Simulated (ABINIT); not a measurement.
Band structure of KCl (Fm-3m, 2 atoms in the cell).

```yaml
crystal:
  lattice:
    - [0.00000, 3.14187, 3.14187]
    - [3.14187, 0.00000, 3.14187]
    - [3.14187, 3.14187, 0.00000]
  atoms:
    - { symbol: K, position: [0.00000, 0.00000, 0.00000] }
    - { symbol: Cl, position: [0.50000, 0.50000, 0.50000] }
```

Method of the run: PBEsol, norm-conserving pseudopotentials (PseudoDojo nc-sr-04 PBEsol standard) (plane waves; ABINIT 10.0.3).

Settings: pseudos = [K.upf, Cl.upf]; ecut = 74 Ry; occopt = 3; tsmear = 0.01 eV; ngkpt = 5 5 5; nshiftk = 1; shiftk = 0 0 0; potentials = PseudoDojo nc-sr-04 PBEsol standard; kptopt = 1; nstep = 100; tolvrs1 = 1e-12; ndtset = 2; getden2 = 1.

The starting cell comes from a database of computed structures (which also holds hypothetical and non-ambient phases and stackings), without a prior relaxation at this level.

Q: Predict the gap along the standard path and the places of the band edges.

A: The gap along the path is 5.04 eV, direct at Γ to within 0.01 eV.

Levels in eV from the top of the valence band on the SCF mesh, bands 5 to 12:
```tsv
point	5	6	7	8	9	10	11	12
Γ	-10.56	0.00	0.00	0.00	5.04	8.28	8.28	8.28
X	-10.62	-0.68	-0.23	-0.23	6.39	8.24	9.92	10.14
W	-10.47	-0.50	-0.49	-0.49	7.91	7.91	9.36	9.79
K	-10.51	-0.58	-0.57	-0.30	7.15	8.95	9.21	10.01
L	-10.32	-1.09	-0.34	-0.34	7.43	8.51	10.47	10.47
U	-10.51	-0.58	-0.57	-0.30	7.15	8.95	9.21	10.01
```
